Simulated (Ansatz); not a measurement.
```xyz
2
Lattice="0.0000 2.2068 2.2068 2.2068 0.0000 2.2068 2.2068 2.2068 0.0000" Properties=species:S:1:pos:R:3 pbc="T T T"
Ta     0.0000     0.0000     0.0000
C      2.2068     2.2068     2.2068
```

All values below come from LDA, DFPT electron-phonon coupling, linearised Boltzmann equation (plane waves, PAW, scalar-relativistic; Ansatz, a quantum-chemistry and plane-wave program). Condition of this run: functional LDA. Geometry: relaxed with this functional, without spin-orbit coupling.

Estimate the phonon-limited resistivity at 300 K, by direction if it differs.

14.7 μΩ·cm.

How long is the mean free path there?

4.8 nm, weighted by the current that each state carries. Wires not much wider than this gain resistivity from their walls.

A metal at this level (no band gap). Only scattering by harmonic phonons is included (no impurities, grain boundaries, electron-electron scattering or thermal expansion). Spin-orbit coupling is left out, which matters with elements this heavy. The squared frequency of the phonon mode least converged on the k mesh is uncertain by about 23 %. Halving the electron mesh (32x32x32) moves the resistivity by up to 4 % at 300 K, the mean free path by up to 8 %. Smearing 0.20 eV; phonons on a 5x5x5 q mesh, which this run doesn't test.
